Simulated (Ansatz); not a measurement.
Given:

```yaml
crystal:
  lattice:
    - [0.00000, 2.71463, 2.71463]
    - [2.71463, 0.00000, 2.71463]
    - [2.71463, 2.71463, 0.00000]
  atoms:
    - { symbol: Sb, position: [0.75000, 0.75000, 0.75000] }
    - { symbol: Ga, position: [0.00000, 0.00000, 0.00000] }
```

No spin polarisation.

The values are results of Ansatz (an electronic-structure program) r2SCAN, no SOC, not measurements. Γ-centred 13×13×13 mesh, Fermi–Dirac width 0.05 eV.

Task: What band gap does the calculation give?

Result: 0.32 eV.

Task: Predict the electron mass.

Result: 1.0 mₑ along k, 0.17 mₑ across (off the special points).

Task: What gap character does the calculation give?

Result: Indirect, Γ → Γ–X (80 % along).

With Sb present, leaving out spin-orbit coupling can change the band edges. Load acts through the strain it causes; cell and atoms are relaxed under it. Masses are band curvatures over ±0.01 Å⁻¹ around the edge. Along k means along the line from Γ to the band edge. No phonon test of stability was made. Tetrahedral semiconductors of this kind turn to denser phases somewhere between about 1 and 50 GPa; those were not computed, so compressed cells here can lie past the real transition. The cell was made from GaSb in the zinc blende structure (space group F-43m, No. 216) by this change: pressure 45 GPa.
